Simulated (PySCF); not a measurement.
PySCF 2.14.0, PBE/def2-svp, df: Mo(O)2(Br)2 ([O]=[Mo](=[O])([Br])[Br]), 5 atoms. The geometry is a generated start, not checked to be a minimum at this level.

```json
{
  "task": "energy",
  "method": "pbe",
  "basis": "def2-svp",
  "two_electron_scheme": "density fitting",
  "mol.max_memory": "3000 MB",
  "mf.max_cycle": "100",
  "mf.init_guess": "minao (default)",
  "mf.DIIS": "CDIIS (default)",
  "mf.conv_tol": "1e-09 (default)",
  "mf.grids.level": "3 (default)",
  "effective_core_potentials": "those of the basis set, past Kr",
  "basis_functions": "123",
  "grid_points": "91456"
}
```

```xyz
5

Mo     0.2229    -0.0127     0.0323
O      1.2441     0.6133    -1.0681
O      0.8048    -0.7322     1.3694
Br    -1.0994    -1.5939    -1.0739
Br    -1.1724     1.7255     0.7402
```

Charge 0 and multiplicity 1 are set for this test and not shown to be the ground state.

One run each on 2 threads, 1 BLAS thread. Values of diis_space tried: 3, 5, 8 (default), 12, 20.

### Question
Predict the course of the Fock builds along this series.

### Answer
Fewest Fock builds, within one of each other: 8 (default) with 16, 12 with 17, 20 with 17. The count rises to 22 at 5. The run ends without SCF convergence in 100 cycles at 3.

```tsv
diis_space	Fock builds	end
3	101	no convergence
5	22	same solution
8 (default)	16	same solution
12	17	same solution
20	17	same solution
```
